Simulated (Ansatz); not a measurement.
System: Re-vacancy pair (Re on one host Mo site, one Mo site vacant) in bcc Mo (neutral cell). Computed with PBE, PAW (plane waves to 420 eV; Ansatz, an electronic-structure program).

Cell of 36 host sites held at the relaxed PBE lattice; a 2×2×3 k-point mesh shifted by half a step; Fermi-Dirac width 0.10 eV, spin-restricted; finite-size errors left in. Energies are static. Spin-orbit coupling is left out. Forms of the defect that were not tried may lie lower.

Barriers: single points on a 3×3×5 k-point mesh shifted by half a step at the bands' geometries.

The step: direct exchange of Re with the vacancy (Re-vacancy distance between ideal sites 2.74 Å throughout). Atoms about the jump, Cartesian Å from the middle of the jump, before and after:

| atom | x0 | y0 | z0 | x1 | y1 | z1 |
|---|---|---|---|---|---|---|
| Re1 | -0.80 | -0.80 | -0.79 | 0.80 | 0.80 | 0.79 |
| Mo2 | -0.78 | 2.34 | -0.77 | -0.78 | 2.33 | -0.79 |
| Mo3 | 2.34 | -0.78 | -0.77 | 2.33 | -0.78 | -0.79 |
| Mo4 | -0.78 | -0.78 | 2.35 | -0.78 | -0.78 | 2.36 |
| Mo5 | 0.78 | -2.33 | 0.79 | 0.78 | -2.34 | 0.77 |
| Mo6 | -2.33 | 0.78 | 0.79 | -2.34 | 0.78 | 0.77 |
| Mo7 | 0.78 | 0.78 | -2.36 | 0.78 | 0.78 | -2.35 |
| Mo8 | 2.36 | 2.36 | -0.78 | 2.37 | 2.37 | -0.79 |
| Mo9 | -0.78 | 2.36 | 2.36 | -0.79 | 2.36 | 2.37 |
| Mo10 | 2.36 | -0.78 | 2.36 | 2.36 | -0.79 | 2.37 |
| Mo11 | -2.37 | -2.37 | 0.79 | -2.36 | -2.36 | 0.78 |
| Mo12 | 0.79 | -2.36 | -2.37 | 0.78 | -2.36 | -2.36 |
| Mo13 | -2.36 | 0.79 | -2.37 | -2.36 | 0.78 | -2.36 |

**Question.** Predict the transition state.

**Answer.** 
| atom | x | y | z |
|---|---|---|---|
| Re1 | 0.14 | 0.14 | 0.14 |
| Mo2 | -0.82 | 2.43 | -0.83 |
| Mo3 | 2.42 | -0.82 | -0.83 |
| Mo4 | -0.81 | -0.81 | 2.44 |
| Mo5 | 0.79 | -2.38 | 0.78 |
| Mo6 | -2.38 | 0.79 | 0.78 |
| Mo7 | 0.78 | 0.79 | -2.41 |
| Mo8 | 2.32 | 2.33 | -0.79 |
| Mo9 | -0.78 | 2.34 | 2.31 |
| Mo10 | 2.34 | -0.77 | 2.31 |
| Mo11 | -2.33 | -2.33 | 0.75 |
| Mo12 | 0.76 | -2.35 | -2.34 |
| Mo13 | -2.35 | 0.77 | -2.34 |
It lies 1.37 eV above the start and 1.37 eV above the end. The saddle point's order was not checked, and it lies on a symmetry element of the cell, where a band can be held.
